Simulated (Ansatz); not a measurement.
Results of HSE06 (plane waves, PAW; Ansatz, a quantum-chemistry and plane-wave program) for antifluorite Mg₂C (high-pressure phase).

Run with plane-wave cutoff 520 eV, 8×8×8 k mesh, scalar-relativistic PAW data made under PBE.

Computed at the level's own relaxed cell.

```
Mg2C
1.0
    0.00000     2.70702     2.70702
    2.70702     0.00000     2.70702
    2.70702     2.70702     0.00000
Mg C
2 1
Direct
  0.25000   0.25000   0.25000
  0.75000   0.75000   0.75000
  0.00000   0.00000   0.00000
```

Q: Give the elastic tensor (Voigt notation, GPa, ions relaxed, in the Cartesian axes of the cell as printed).

A: 
```
  301.1    -0.6    -0.6     0.0     0.0     0.0
   -0.6   301.1    -0.6     0.0     0.0     0.0
   -0.6    -0.6   301.1     0.0     0.0     0.0
    0.0     0.0     0.0    61.2     0.0     0.0
    0.0     0.0     0.0     0.0    61.2     0.0
    0.0     0.0     0.0     0.0     0.0    61.2
```
